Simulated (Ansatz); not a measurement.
An Ansatz (a quantum-chemistry and plane-wave program) input (DFT with PBEsol, PAW potentials and a 420 eV plane-wave cutoff in Ansatz, without spin-orbit coupling):

Ansatz 0.2 input:
```yaml
crystal:
  lattice:
    - [3.9427207039, 0, 0]
    - [1.971360352, 3.4144962896, 0]
    - [1.971360352, -1.1381654299, 3.193760118]
  atoms:
    - { symbol: N, position: [0.5, 0.75, 0.25] }
    - { symbol: La, position: [0, 0, 0] }
basis: { ecutwfc: 420, ecutrho_ratio: 4, xc_grid: 2, fft_grid_basis: typed }
kpoints: { mp_grid: { grid: [10, 10, 10] } }
hamiltonian:
  xc: pbesol
  dispersion: none
  pseudopotentials: { kind: paw }
scf: { occupations: { method: fermi_dirac, width: 0.05 } }
relax: { f_tol: 0.005, max_steps: 50, cell: { stress_tol: 0.01, fix: [a, b, gamma] } }
output: { forces: true, stress: true }
checkpoint: { write: state.ck, write_every: 1000 }
```

**Question.** Which symmetry and how many k-points will the program report, and about how many plane waves at Γ?

**Answer.** Space group R3m (ITA 160) with 6 operations, k-points 116 of 1000, and 869 plane waves at Γ.

**Question.** And the final pressure?

**Answer.** -0.44 GPa (compression positive).

The cells carry an imposed strain or load. Whether these cells are dynamically stable was not tested. The cell was made from LaN in the zinc blende structure (space group F-43m, No. 216; a hypothetical phase, not in the database extracts checked) by this change: biaxial strain +0.53 %, plane normal [111], relaxed out of plane.
